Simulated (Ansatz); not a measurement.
## Sensitivity of a calculation on YGe (P6_3/mmc, 4 atoms in the cell) to its settings

```yaml
crystal:
  lattice:
    - [4.94141, 0.00000, 0.00000]
    - [-2.47071, 4.27939, 0.00000]
    - [0.00000, 0.00000, 6.88712]
  atoms:
    - { symbol: Y, position: [0.00000, 0.00000, 0.00000] }
    - { symbol: Y, position: [0.00000, 0.00000, 0.50000] }
    - { symbol: Ge, position: [0.33333, 0.66667, 0.25000] }
    - { symbol: Ge, position: [0.66667, 0.33333, 0.75000] }
```

Base run A: PBE (Ansatz, a quantum-chemistry and plane-wave program), self-consistent single point.

Its settings: basis.ecutwfc = 420 eV; kpoints.mp_grid.grid = 5 5 4; hamiltonian.xc = pbe; hamiltonian.pseudopotentials = {kind: paw} (the program's default PAW files); scf.occupations.method = cold; scf.occupations.width = 0.05 eV.

The starting cell was generated: these elements placed on a structure prototype, without a prior relaxation; it need not be a known phase or ordering of this composition. In the base run, with a pressure of about -8 GPa the cell is away from its equilibrium volume at this level. Ansatz's pressure includes its estimate of the finite-basis (Pulay) stress.

ΔF is the free energy per atom less that of run A. 

Runs:
- B: crystal.symmetry.detect: default → false
- C: scf.convergence.dr2_threshold: default (1e-07 eV) → 1e-08 eV
- D: scf.occupations.width: 0.05 eV → 0.2 eV
- E: scf.mixing.preconditioner: default (the program chose Kerker) → kerker; scf.mixing.q_tf: default → 1.5
- F: scf.mixing.algorithm: default (the program chose MSR1) → msr1; scf.mixing.ndim: default → 20
- G: scf.mixing.algorithm: default (the program chose MSR1) → broyden; scf.mixing.beta: default → 0.5

```json
[
 {"run": "A", "ΔF (meV/atom)": "0.00", "pressure (GPa)": "-8.38", "k-points": "15"},
 {"run": "B", "ΔF (meV/atom)": "0.00", "pressure (GPa)": "-8.38", "k-points": "51"},
 {"run": "C", "ΔF (meV/atom)": "0.00", "pressure (GPa)": "-8.38", "k-points": "15"},
 {"run": "D", "ΔF (meV/atom)": "-6.1", "pressure (GPa)": "-8.42", "k-points": "15"},
 {"run": "E", "ΔF (meV/atom)": "0.00", "pressure (GPa)": "-8.38", "k-points": "15"},
 {"run": "F", "ΔF (meV/atom)": "0.00", "pressure (GPa)": "-8.38", "k-points": "15"},
 {"run": "G", "ΔF (meV/atom)": "0.00", "pressure (GPa)": "-8.38", "k-points": "15"}
]
```

Run D against A: The free energy drops by 6.1 meV/atom and the pressure hardly changes (-8.38 to -8.42 GPa).

Run B against A: The free energy hardly moves (within 1 meV/atom) and the pressure stays at -8.38 GPa.

Keys are those of Ansatz 0.2.
